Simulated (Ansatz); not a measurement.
LiH2N (I-4, No. 82; structure not from a measured cell): band gap by level of theory

No measured value is used here.

```csv
level (code),value (eV),cell (Å³/atom)
LDA (Ansatz),…,7.13
PBEsol (Ansatz),3.26,7.71
HSE06 (Ansatz),4.90,7.71
PBE0 (Ansatz),5.64,7.71
```

What belongs in the gaps?


- LDA (Ansatz, a program for electronic structure), value (eV): 3.50

Computed values are for a static lattice.  LDA, PBEsol, HSE06, PBE0: the gap is read on the k mesh or supercell of the run alone and can be too large. LDA, PBEsol: the relaxation could not lower the start's symmetry, so the cell can be a saddle point above a distorted one. Values are at the level's own equilibrium cell; HSE06 at the PBEsol cell; PBE0 at the PBEsol cell. K meshes differ between the levels. Ansatz's density-functional and Hartree–Fock values are scalar-relativistic unless marked +SOC, with PAW data made under PBE.
